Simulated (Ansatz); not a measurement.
The reference is MgO in the rock salt structure (space group Fm-3m, No. 225; a = 4.159 Å). Axes: x, y, z lie along the cube axes.

Structures relaxed with LDA (Ansatz, a first-principles code, PAW, no SOC).

Base:

Simulated powder pattern, Cu Kα, λ = 1.54184 Å (kinematic, ideal powder, no thermal factors, no anomalous dispersion; the 10 strongest lines at most, above 2 %, up to 2θ = 90°):

```tsv
2θ (°)	I/Imax (%)	hkl
37.45	11	(111)
43.52	100	(200)
63.24	55	(220)
75.87	7.0	(311)
79.90	16	(222)
```

After one change:

Simulated powder pattern, Cu Kα, λ = 1.54184 Å (kinematic, ideal powder, no thermal factors, no anomalous dispersion; the 10 strongest lines at most, above 2 %, up to 2θ = 90°):

```tsv
2θ (°)	I/Imax (%)
37.86	16
43.52	100
44.94	45
63.24	28
64.34	52
76.12	6.9
78.15	3.2
80.90	24
```

Question: Which of these changes matches the shifts?
(A) uniaxial strain ε_zz = −2.50 %
(B) uniaxial strain ε_zz = +2.00 %
(C) uniaxial strain ε_zz = −0.50 %
(D) uniaxial strain ε_zz = −3.00 %

Answer: D, uniaxial strain ε_zz = −3.00 %. Its volume per atom is 8.72 Å³ against 8.99 Å³, and its space group is I4/mmm (No. 139).

Stability against distortions was not tested.
